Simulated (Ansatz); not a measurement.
The parent structure is ZrC in the rock salt structure (space group Fm-3m, No. 225; relaxed with 0.1 eV smearing).

```
CELL_PARAMETERS angstrom
      0.00000     2.35441     2.35441
      2.35441     0.00000     2.35441
      2.35441     2.35441     0.00000
ATOMIC_POSITIONS crystal
  Zr 0.00000 0.00000 0.00000
  C  0.50000 0.50000 0.50000
```

Calculations: Ansatz (a quantum-chemistry and plane-wave program) PBE, no spin-orbit coupling.

Strains are applied to the cell and any free atomic positions relax.

One change was made to it. Results:

| quantity | base | after |
|---|---|---|
| pressure | 0.0 GPa | -11.7 GPa |
| energy relative to the base (free energy F) | 0 meV/atom | +31 meV/atom |
| band gap | zero | zero |

### Question
Name the change that was made.
A) isotropic strain +0.50 %
B) isotropic strain +2.00 %
C) isotropic strain +1.50 %

### Answer
B, isotropic strain +2.00 %. For comparison, the energy relative to the base in the other runs: isotropic strain +0.50 % gives +2.0 meV/atom; isotropic strain +1.50 % gives +18 meV/atom.

Stability against distortions was not tested. The final runs are not spin-polarised.
